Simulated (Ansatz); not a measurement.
MgO under load (space group I4/mmm), Ansatz (a program for electronic structure) with r2SCAN, rigid bands. Condition of this run: uniaxial stress along [001] of 15 GPa (compression positive) (the target of the relaxation). Band gap 5.78 eV, N_c = 5.97e18 cm⁻³ and N_v = 1.46e20 cm⁻³ at 300 K, conductivity masses along x (a = (0.00, 2.13, 2.01) Å; b = (2.13, 0.00, 2.01) Å; c = (2.13, 2.13, 0.00) Å) of 0.362 mₑ (electrons) and 1.96 mₑ (holes). Take k_BT = 0.02585 eV.

What thermal injection velocity √(2k_BT/πm) limits a ballistic channel along the direction named?

8.94e6 cm/s for electrons and 3.84e6 cm/s for holes, a ratio of √(m_h/m_e) = 2.33, for dilute carriers.

A film of it is 2 nm thick, with its normal along the direction named. Estimate the confinement energies in an infinite well.

ħ²π²/(2m t²) = 0.376 eV·nm²/(m/mₑ × t²) gives 260 meV for electrons and 48.0 meV for holes, so the gap would widen to about 6.09 eV. Finite barriers and nonparabolic bands lower this, and with several valleys or bands the heaviest mass along the normal sets the lowest level, not this average.

Find the intrinsic carrier density and the intrinsic Fermi level.

n_i = √(N_c N_v) exp(−E_g/2k_BT) = 2.95e19 × exp(−111.79) = 8.3e-30 cm⁻³. The level lies (k_BT/2) ln(N_v/N_c) = 41 meV from mid-gap (positive towards the conduction band). Each 0.1 eV added to the gap lowers n_i by a factor of 6.9.

Rigid bands with the computed gap; masses take one relaxation time for all states. Spin-orbit coupling is left out. Geometry: cell and atoms relaxed with PBEsol.
